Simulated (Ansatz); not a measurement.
Start from ZnS in the zinc blende structure (space group F-43m, No. 216).

```yaml
crystal:
  lattice:
    - [0.00000, 2.69520, 2.69520]
    - [2.69520, 0.00000, 2.69520]
    - [2.69520, 2.69520, 0.00000]
  atoms:
    - { symbol: S, position: [0.75000, 0.75000, 0.75000] }
    - { symbol: Zn, position: [0.00000, 0.00000, 0.00000] }
```

Cartesian axes are those of the cell as printed.

Method: r2SCAN/PAW in Ansatz (an electronic-structure program), without spin-orbit coupling, earlier PAW set.

Modification: uniaxial strain ε_yy = +0.56 %, all other strain components held at zero, atoms relaxed at fixed cell.

Question: Predict the stress tensor and what it implies for the stiffness.

Answer: Stress of the strained cell less that of the base (GPa, compression positive):
```
  -0.35    0.00    0.00
   0.00   -0.59    0.00
   0.00    0.00   -0.35
```

Then −Δσ_ii/ε with ε = 0.0056 gives relaxed-ion elastic constants: C22 ≈ 106 GPa, C12 ≈ 63 GPa and C23 ≈ 63 GPa.

No phonon test of stability was made.
